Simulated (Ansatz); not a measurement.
Worked example: self-consistent single point of a sheet of CuO (4 atoms in the cell) in Ansatz (a quantum-chemistry and plane-wave program)

Method: PBE (plane waves, PAW; Ansatz).

Input:

Ansatz 0.2 input:
```yaml
crystal:
  lattice:
    - [2.85553900, 0.00000000, 0.00000000]
    - [0.00000000, 2.85553900, 0.00000000]
    - [0.00000000, 0.00000000, 15.73926200]
  atoms:
    - { symbol: Cu, position_ang: [1.42776950, 0.00000000, 8.73925670] }
    - { symbol: Cu, position_ang: [0.00000000, 1.42776950, 7.00000530] }
    - { symbol: O, position_ang: [0.00000000, 0.00000000, 7.86963100] }
    - { symbol: O, position_ang: [1.42776950, 1.42776950, 7.86963100] }
kpoints:
  mp_grid:
    grid: [12, 12, 1]
hamiltonian:
  xc: pbe
  pseudopotentials:
    kind: paw
scf:
  occupations:
    method: cold
    width: 0.1
output:
  forces: true
  eigenvalues: true
  stress: true
```

Output (repeated stretches shortened):

```
WARN basis.ecutwfc = 420 eV, the default
WARN ansatz: RAYON_NUM_THREADS=1 ignored (pool sized by the plan → 1); use --threads N
Pseudopotentials: kind: paw
Pseudopotential: Cu, paw, valence charge 19
Pseudopotential: O, paw, valence charge 6
Crystal: 4 atoms, lattice volume = 128.340 Å³
Basis set: ecut = 420 eV, 2537 PW (Γ), exchange–correlation on 40×40×216 points (8 copies of the dense FFT grid, shifted against one another)
Bands: 30, of which v1, the nominal top of the filled ones, is band 25 counted from 1 (24 counted from 0)
Symmetry: 16 space group operations
Space group: P4/nmm (ITA 129), of the structure as read, at distance tolerance 5.0e-5 Å
k-points: 28 of 144
Initial density: superposition of atomic densities (neutral atoms: chi_scale 0, normalization atom), corrected by the library's trained network
Initial wavefunctions: pseudopotential atomic-orbital guess
Eigensolver: davidson
Functional: x = pbe(κ = 0.804, μ = 0.2195149727645171), c = pbe(β = 0.06672455060314922)
SCF iter   1: F=—  HF=-14370.848530 eV  |F-HF|=—  |Δ(HF+E_count)|=         —  Δρ=2.92e-2  dr2=1.92e0  ethr=1.77e-3  ⟨swp⟩=7.1  Hψ=3940  notcnv=0
all-band conjugate gradients solve this SCF's bands
preconditioner: auto → LDOS
SCF iter   2: F=—  HF=-14370.885072 eV  |F-HF|=—  |Δ(HF+E_count)|=   3.65e-2  S|Δr|=    0.00e0  Δρ=4.54e-2  dr2=1.91e0  ethr=1.77e-3  ⟨swp⟩=4.5  Hψ=2431  notcnv=0  defer=17
SCF iter   3: F=—  HF=-14370.521747 eV  |F-HF|=—  |Δ(HF+E_count)|=   3.63e-1  S|Δr|=    0.00e0  Δρ=5.68e-3  dr2=2.36e-2  ethr=1.77e-3  ⟨swp⟩=3.1  Hψ=1647  notcnv=0  defer=19
SCF iter   4: F=—  HF=-14370.529714 eV  |F-HF|=—  |Δ(HF+E_count)|=   7.97e-3  S|Δr|=    0.00e0  Δρ=4.59e-3  dr2=1.82e-2  ethr=4.73e-5  ⟨swp⟩=2.1  Hψ=1447  notcnv=0  defer=17
SCF iter   5: F=—  HF=-14370.529626 eV  |F-HF|=—  |Δ(HF+E_count)|=   8.84e-5  S|Δr|=    0.00e0  Δρ=3.67e-3  dr2=1.09e-2  ethr=3.65e-5  ⟨swp⟩=1.8  Hψ=900  notcnv=0  defer=17
SCF iter   6: F=—  HF=-14370.528746 eV  |F-HF|=—  |Δ(HF+E_count)|=   8.80e-4  S|Δr|=    0.00e0  Δρ=1.09e-3  dr2=1.01e-3  ethr=2.18e-5  ⟨swp⟩=2.5  Hψ=1243  notcnv=0  defer=17
SCF iter   7: F=—  HF=-14370.529180 eV  |F-HF|=—  |Δ(HF+E_count)|=   4.34e-4  S|Δr|=    0.00e0  Δρ=1.25e-4  dr2=1.11e-5  ethr=2.03e-6  ⟨swp⟩=2.2  Hψ=1343  notcnv=0  defer=17
SCF iter   8: F=—  HF=-14370.529062 eV  |F-HF|=—  |Δ(HF+E_count)|=   1.18e-4  S|Δr|=    0.00e0  Δρ=1.82e-5  dr2=2.72e-7  ethr=2.22e-8  ⟨swp⟩=2.9  Hψ=1758  notcnv=0  defer=17
SCF iter   9: F=-14370.529063 eV  HF=-14370.529063 eV  |F-HF|=2.12e-8  |Δ(HF+E_count)|=   9.57e-7  S|Δr|=    0.00e0  Δρ=5.65e-6  dr2=2.93e-8  ethr=2.00e-10  ⟨swp⟩=11.5  Hψ=4532  notcnv=0
SCF 1 converged in 9 iterations: F = -14370.529063 eV  dr2 = 2.93e-8
SCF converged after 9 iterations
Stability not checked (fill_not_monotonic)
Free energy (F): -14370.529063 eV
Harris-Foulkes:  -14370.529063 eV  (|F-HF|=2.12e-8)
Internal energy: -14370.524285 eV  (E = F + TS)
E sigma→0 (E₀):  -14370.527470 eV
Entropy (-TS):   -0.004778 eV (-1.195 meV/atom)
Fermi energy:    1.578985 eV
--- Per-component energies (eV) ---
  E_band       = -1487.482473
  E_kinetic    = 977.430198
  E_local      = -57487.682179  (includes V_loc(G=0)·N_el)
  E_nonlocal   = 886.691318
  E_hartree    = 27762.348215
  E_xc         = -332.902627
  E_vxc        = -428.160566  (∫ρ·V_xc dr)
  E_paw        = -3636.751578  (= ΣΔE_a)
  E_vpaw       = -960.423636  (= ΣTr[D̂ρ^β])
  E_aug_tail   = 0.005727  (compensation charges beyond the density's cutoff)
  E_ewald      = 17460.336640
  E_smearing   = -0.004778  (= −TS)
  E_closure    = 0.000000  (closes the sum)
  Σ components = -14370.529063   (vs F -14370.529063, Δ=0.00e0)
--- Forces (eV/Å), atoms counted from 1 ---
  atom   1  Cu     0.00000000     0.00000000    11.17617708
  atom   2  Cu     0.00000000     0.00000000   -11.17617708
  atom   3  O      0.00000000     0.00000000    -0.00000000
  atom   4  O      0.00000000     0.00000000     0.00000000
  max |Σ_I F_I| component: 0.00e0 eV/Å
--- Stress (GPa, compression-positive) ---
       58.418810       0.000000       0.000000
        0.000000      58.418810       0.000000
        0.000000       0.000000      24.265942
  P = ⅓ Tr σ = 47.0345 GPa (470.345 kbar)
  The stress holds the Pulay correction. Without it, at fixed plane waves, as pw.x and ABINIT print it: P = 46.8564 GPa
--- Band table (eV; the first three rows and the last of 28) ---
  k-point 0: bands = ["-112.6254", "-112.6182", "-70.1585", "-70.1585", "-70.1344", "-70.1344", "-69.8380", "-69.7910", "-23.7986", "-18.2870", "-9.9178", "-9.9178", "-9.7984", "-7.6990", "-4.4325", "-4.4325", "-2.9575", "-2.5639", "-2.3678", [...]
  k-point 1: bands = ["-112.6251", "-112.6182", "-70.1596", "-70.1580", "-70.1364", "-70.1347", "-69.8369", "-69.7916", "-23.7211", "-18.4110", "-9.8642", "-9.8569", "-9.6354", "-7.6765", "-4.6406", "-4.4634", "-2.8805", "-2.5703", "-2.3849", [...]
  k-point 2: bands = ["-112.6246", "-112.6184", "-70.1627", "-70.1565", "-70.1421", "-70.1356", "-69.8339", "-69.7934", "-23.4922", "-18.7630", "-9.6758", "-9.6702", "-9.1974", "-7.6254", "-5.1469", "-4.5353", "-2.7430", "-2.5840", "-2.4281", [...]
  k-point 27: bands = ["-112.6194", "-112.6194", "-70.1863", "-70.1863", "-70.1485", "-70.1485", "-69.8109", "-69.8109", "-20.6860", "-20.6860", "-11.1573", "-11.1573", "-5.7565", "-5.7565", "-4.6690", "-4.6690", "-2.3761", "-2.3761", "-2.3066", [...]
```

The run converged in 9 iterations.

The starting cell was generated: these elements placed on a structure prototype, without a prior relaxation; it need not be a known phase or ordering of this composition. Its lattice was rescaled in the plane by a random factor within 2.5 % of one. Spin polarisation is off, so a magnetic state, if there is one, cannot be reached. Forces in this geometry exceed 1 eV/Å.
